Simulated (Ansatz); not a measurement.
Ti on the 1x1 (110) surface of zinc-blende GaAs (cut with top plane As + Ga), one in a 2x1 cell, started at the site 'bridge As-Ga (span 5.0 Å)'

Host crystal: zinc-blende GaAs, with a band gap (PBE, scalar-relativistic without spin-orbit coupling).

All values below come from PBE (plane waves to 420 eV, PAW; Ansatz, a first-principles code).

Model: 21-atom slab, 8.6 Å thick at the start under the adsorbate (thin: gaps and levels are the slab's own), 3x4x1 mesh, Fermi-Dirac 0.01 eV, dipole correction, 8 atoms held, the rest relaxed; no symmetry held; spin-polarised, no spin-orbit, no U, no dispersion correction. The starting moment vanished. At the end it is bonded to 3 As + 4 Ga. In PBE it is, or lies within 0.03 eV of, the lowest of the starts that converged.

```yaml
energy of the end state, in which the adsorbate ended below the top plane of the host, against an atom of hcp Ti: 0.30 eV
change_of_the_step_from_the_bottom_to_the_top_vacuum_level_against_the_clean_slab: -0.065 eV
energy_released_by_relaxation: 3.23 eV
height of the binding atom over the mean of the host atoms within 0.3 Å of the top one: -0.714 Å
magnetic_moment_of_the_cell: 0.00 μB
largest_move_of_a_host_atom: 1.26 Å
caution: the host itself rearranges in this cell, so the energy holds part of a reconstruction
note: in the relaxation the adsorbate left its starting site by 1.2 Å
cost: very roughly 80 core-minutes
```

A negative adsorption energy means that the adsorbate is more stable on the surface than in its reference.
